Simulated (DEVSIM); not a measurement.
## illuminated Si n-on-p cell, one wavelength

System: illuminated Si n-on-p cell, one wavelength, at 300 K.

| layer (left to right) | material | thickness (μm) | Nd (cm⁻³) | Na (cm⁻³) | τn (s) | τp (s) | absorption coefficient (cm⁻¹) |
|---|---|---|---|---|---|---|---|
| 1 | Si | 0.800 | 7e18 | - | 2e-7 | 9.7e-9 | 110 |
| 2 | Si | 66.0 | - | 8.4e15 | 4.4e-7 | 4.4e-7 | 110 |

Left contact: ohmic, minority hole recombination velocity 1e6 cm/s. Right contact: ohmic, minority electron recombination velocity 4000 cm/s. Voltage is applied to the left contact. Recombination: SRH at mid-gap, radiative, Auger. Light enters at the left, 6.3e15 photons cm⁻² s⁻¹, one pass, no reflection. Mobility is constant in doping.

The device is made up for the run: typed textbook-type constants, with dimensions and the other settings drawn at random. Values at 300 K.

```csv
parameter,Si
gap (eV),1.124
affinity (eV),4.05
permittivity,11.7
Nc (cm⁻³),2.86e19
Nv (cm⁻³),3.1e19
μn (cm²/Vs),1417
μp (cm²/Vs),470
B (cm³/s),4.7e-15
Cn (cm⁶/s),2.8e-31
Cp (cm⁶/s),9.9e-32
```

Simulated with DEVSIM: 1D drift-diffusion, Boltzmann statistics, complete ionisation; no tunnelling, impact ionisation, image-force lowering or self-heating.

```yaml
potential_step_across_the_device_at_zero_bias: 0.875 V
largest_field_in_the_device_at_zero_bias: 150000 V/cm
Dark forward voltage at 1 A/cm²: 0.644 V
Dark forward voltage at 100 A/cm²: 0.851 V
short_circuit_current: 0.298 mA/cm²
open_circuit_voltage: 0.424 V
fill_factor: 0.76
largest_power: 0.0966 mW/cm²
share_of_generated_pairs_collected_at_short_circuit: 0.568
```

Small-signal capacitance in reverse bias (quasi-static):

| V (V) | C (nF/cm²) |
|---|---|
| 0.04 | 29.8 |
| 0.1 | 28.7 |
| 0.2 | 27.1 |
| 0.3 | 25.7 |
| 0.4 | 24.6 |
| 0.6 | 22.6 |
| 0.8 | 21.1 |
| 1 | 19.9 |
| 1.3 | 18.3 |
| 1.6 | 17.1 |
| 2 | 15.8 |

Dark reverse current:

| V (V) | J (A/cm²) |
|---|---|
| 0.04 | 4.3e-9 |
| 0.10 | 8.5e-9 |
| 0.20 | 1.4e-8 |
| 0.30 | 1.9e-8 |
| 0.40 | 2.4e-8 |
| 0.60 | 3.2e-8 |
| 0.80 | 4.0e-8 |
| 1.00 | 4.7e-8 |
| 1.30 | 5.6e-8 |
| 1.60 | 6.5e-8 |
| 2.00 | 7.5e-8 |
